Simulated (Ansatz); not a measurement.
An Ansatz (an electronic-structure program) input (DFT with r2SCAN, PAW potentials and a 500 eV plane-wave cutoff in Ansatz, without spin-orbit coupling):

Ansatz 0.2 input:
```yaml
crystal:
  lattice:
    - [0.0455430332, 3.1848274984, 3.1848274984]
    - [3.2303705316, 0, 3.2303705316]
    - [3.1848274984, 3.1848274984, 0.0455430332]
  atoms:
    - { symbol: Te, position: [0, 0, 0] }
    - { symbol: Sn, position: [0.5, 0.5, 0.5] }
basis: { ecutwfc: 500, ecutrho_ratio: 4, xc_grid: 4, fft_grid_basis: typed }
kpoints: { mp_grid: { grid: [13, 13, 13] } }
hamiltonian:
  xc: r2scan
  dispersion: none
  pseudopotentials: { kind: paw }
scf: { occupations: { method: fermi_dirac, width: 0.05 }, convergence: { dr2_threshold: 0.0000000002 } }
relax: { f_tol: 0.005, max_steps: 50 }
output: { forces: true, stress: true }
checkpoint: { write: state.ck, write_every: 1000 }
```

Q: Which symmetry and how many k-points will the program report, and about how many plane waves at Γ?

A: Space group Immm (ITA 71) with 8 operations, k-points 343 of 2197, and 1651 plane waves at Γ.

The cells carry an imposed strain or load. No phonon test of stability was made. The final runs are not spin-polarised. The cell was made from SnTe in the rock salt structure (space group Fm-3m, No. 225) by this change: tensor shear ε_xz = +1.43 %.
